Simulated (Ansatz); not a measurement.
**Worked example: self-consistent single point of SrNb (P4/mmm, 2 atoms in the cell) in Ansatz (an electronic-structure program)**

Level of theory: PBEsol, default PAW files made with PBE (plane waves; Ansatz).

The input file:

Ansatz 0.2 input:
```yaml
crystal:
  lattice:
    - [3.782591, 0.000000, 0.000000]
    - [0.000000, 3.782591, 0.000000]
    - [0.000000, 0.000000, 4.957897]
  atoms:
    - { symbol: Sr, position_ang: [1.891296, 1.891296, 2.478948] }
    - { symbol: Nb, position_ang: [0.000000, 0.000000, 0.000000] }
basis:
  ecutwfc: 420.0
kpoints:
  mp_grid: { grid: [6, 6, 5], shift: [0.5, 0.5, 0.5] }
hamiltonian:
  xc: pbesol
  pseudopotentials: { kind: paw }
scf:
  occupations: { method: methfessel_paxton, width: 0.272 }
output:
  forces: true
  eigenvalues: true
  stress: true
```

Log, with long lists cut:

```
WARN ansatz: RAYON_NUM_THREADS=1 ignored (pool sized by the plan → 1); use --threads N
Pseudopotentials: kind: paw
Pseudopotential: Sr, paw, valence charge 10
Pseudopotential: Nb, paw, valence charge 13
Crystal: 2 atoms, lattice volume = 70.938 Å³
Basis set: ecut = 420 eV, 1393 PW (Γ), exchange–correlation on 54×54×72 points (8 copies of the dense FFT grid, shifted against one another)
Bands: 16, of which v1, the nominal top of the filled ones, is band 12 counted from 1 (11 counted from 0)
Symmetry: 16 space group operations
Space group: P4/mmm (ITA 123), of the structure as read, at distance tolerance 4.1e-5 Å
k-points: 18 of 180
PAW frozen core: Sr, regenerated for the run's functional, and the local potential with it
PAW frozen core: Nb, regenerated for the run's functional, and the local potential with it
Initial density: superposition of atomic densities (neutral atoms: chi_scale 0, normalization atom), corrected by the library's trained network
Initial wavefunctions: pseudopotential atomic-orbital guess
Eigensolver: davidson
Functional: x = pbesol(κ = 0.804, μ = 0.12345679012345678), c = pbesol(β = 0.046)
SCF iter   1: F=—  HF=-7984.383080 eV  |F-HF|=—  |Δ(HF+E_count)|=         —  Δρ=2.90e-3  dr2=1.14e-2  ethr=1.77e-3  ⟨swp⟩=6.4  Hψ=1843  notcnv=0
all-band conjugate gradients solve this SCF's bands
preconditioner: auto → Kerker (q_TF=auto, 2.261 Å⁻¹)
SCF iter   2: F=—  HF=-7984.381891 eV  |F-HF|=—  |Δ(HF+E_count)|=   1.19e-3  S|Δr|=    0.00e0  Δρ=1.59e-3  dr2=2.71e-3  ethr=4.95e-5  ⟨swp⟩=1.1  Hψ=433  notcnv=0
SCF iter   3: F=—  HF=-7984.381494 eV  |F-HF|=—  |Δ(HF+E_count)|=   3.97e-4  S|Δr|=    0.00e0  Δρ=5.99e-4  dr2=7.88e-4  ethr=1.18e-5  ⟨swp⟩=1.6  Hψ=312  notcnv=0
SCF iter   4: F=—  HF=-7984.381323 eV  |F-HF|=—  |Δ(HF+E_count)|=   1.70e-4  S|Δr|=    0.00e0  Δρ=1.74e-4  dr2=2.63e-5  ethr=3.43e-6  ⟨swp⟩=2.0  Hψ=343  notcnv=0
SCF iter   5: F=—  HF=-7984.381312 eV  |F-HF|=—  |Δ(HF+E_count)|=   1.13e-5  S|Δr|=    0.00e0  Δρ=4.05e-5  dr2=1.10e-6  ethr=1.14e-7  ⟨swp⟩=2.5  Hψ=414  notcnv=0
SCF iter   6: F=-7984.381312 eV  HF=-7984.381312 eV  |F-HF|=3.89e-9  |Δ(HF+E_count)|=   5.76e-8  S|Δr|=    0.00e0  Δρ=1.07e-5  dr2=8.69e-8  ethr=4.35e-10  ⟨swp⟩=4.3  Hψ=1549  notcnv=0
SCF 1 converged in 6 iterations: F = -7984.381312 eV  dr2 = 8.69e-8
SCF converged after 6 iterations
Stability not checked (fill_not_monotonic)
Free energy (F): -7984.381312 eV
Harris-Foulkes:  -7984.381312 eV  (|F-HF|=3.89e-9)
Internal energy: -7984.363555 eV  (E = F + TS)
E sigma→0 (E₀):  -7984.376873 eV
Entropy (-TS):   -0.017757 eV (-8.879 meV/atom)
Fermi energy:    7.786690 eV
--- Per-component energies (eV) ---
  E_band       = -297.322157
  E_kinetic    = 628.755364
  E_local      = -1763.286074  (includes V_loc(G=0)·N_el)
  E_nonlocal   = 328.094978
  E_hartree    = 512.291027
  E_xc         = -339.182274
  E_vxc        = -364.825697  (∫ρ·V_xc dr)
  E_paw        = -5662.600444  (= ΣΔE_a)
  E_vpaw       = -150.645458  (= ΣTr[D̂ρ^β])
  E_aug_tail   = 0.000005  (compensation charges beyond the density's cutoff)
  E_ewald      = -1688.759193
  E_core_change = 0.323056  (= ΣΔE_core)
  E_smearing   = -0.017757  (= −TS)
  E_closure    = 0.000000  (closes the sum)
  Σ components = -7984.381312   (vs F -7984.381312, Δ=0.00e0)
--- Forces (eV/Å), atoms counted from 1 ---
  atom   1  Sr    -0.00000000    -0.00000000     0.00000000
  atom   2  Nb     0.00000000     0.00000000     0.00000000
  max |Σ_I F_I| component: 2.17e-30 eV/Å
--- Stress (GPa, compression-positive) ---
      -10.096165       0.000000       0.000000
        0.000000     -10.096165       0.000000
        0.000000       0.000000      -5.525258
  P = ⅓ Tr σ = -8.5725 GPa (-85.725 kbar)
  The stress holds the Pulay correction. Without it, at fixed plane waves, as pw.x and ABINIT print it: P = -8.5775 GPa
--- Band table (eV; the first three rows and the last of 18) ---
  k-point 0: bands = ["-47.3962", "-27.1774", "-23.4296", "-23.4023", "-23.4023", "-9.1851", "-9.1273", "-9.1234", "3.9972", "6.6108", "6.9423", "8.3273", "8.4108", "9.0359", "10.1153", "10.5624"]
  k-point 1: bands = ["-47.3962", "-27.1775", "-23.4295", "-23.4023", "-23.4022", "-9.2062", "-9.1265", "-9.1239", "4.6035", "6.5626", "7.0830", "8.3320", "8.3668", "8.8687", "9.0766", "10.2466"]
  k-point 2: bands = ["-47.3962", "-27.1776", "-23.4295", "-23.4023", "-23.4022", "-9.2190", "-9.1261", "-9.1242", "5.3875", "6.0128", "7.1849", "8.2486", "8.3844", "8.5457", "9.0238", "10.0610"]
  k-point 17: bands = ["-47.3918", "-27.1351", "-23.4431", "-23.4429", "-23.4227", "-9.3960", "-9.3943", "-9.1371", "7.0999", "7.3852", "7.5141", "8.0647", "8.1122", "8.4237", "8.7426", "10.1283"]
```

The run converged in 6 iterations.

The starting cell was generated: these elements placed on a structure prototype, without a prior relaxation; it need not be a known phase or ordering of this composition. Spin polarisation is off. With a pressure of about -9 GPa the cell is away from its equilibrium volume at this level. Ansatz's pressure includes its estimate of the finite-basis (Pulay) stress.
